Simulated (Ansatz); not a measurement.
**CdZnS₂ (P3m1, No. 156, 4 atoms in the cell; start mp-1215475)**

Level of theory: HSE06+SOC (Ansatz, a program for electronic structure, PAW).

Run with plane-wave cutoff 460 eV, 9×9×4 k mesh (along the axes of the cell as run), Fermi–Dirac smearing 0.01 eV, PAW data made under PBE.

Cell (relaxed with PBEsol):

```cif
data_CdS2Zn
_chemical_formula_sum 'Zn1 Cd1 S2'
_space_group_name_H-M_alt 'P 1'
_space_group_IT_number 1
_cell_length_a 3.93366
_cell_length_b 3.93366
_cell_length_c 6.52452
_cell_angle_alpha 90.000
_cell_angle_beta 90.000
_cell_angle_gamma 120.000
loop_
_space_group_symop_operation_xyz
  'x, y, z'
loop_
_atom_site_label
_atom_site_type_symbol
_atom_site_fract_x
_atom_site_fract_y
_atom_site_fract_z
_atom_site_occupancy
Zn1 Zn 0.00000 0.00000 0.99933 1
Cd1 Cd 0.33333 0.66667 0.50698 1
S1 S 0.33333 0.66667 0.89172 1
S2 S 0.00000 0.00000 0.35397 1
```

| Quantity | Value |
|---|---|
| band gap | 2.54 eV (direct) |

Note: cell and atoms aren't relaxed at this level (pressure 2.4 GPa).

A start named mp-… is a Materials Project structure, which need not be a measured phase.
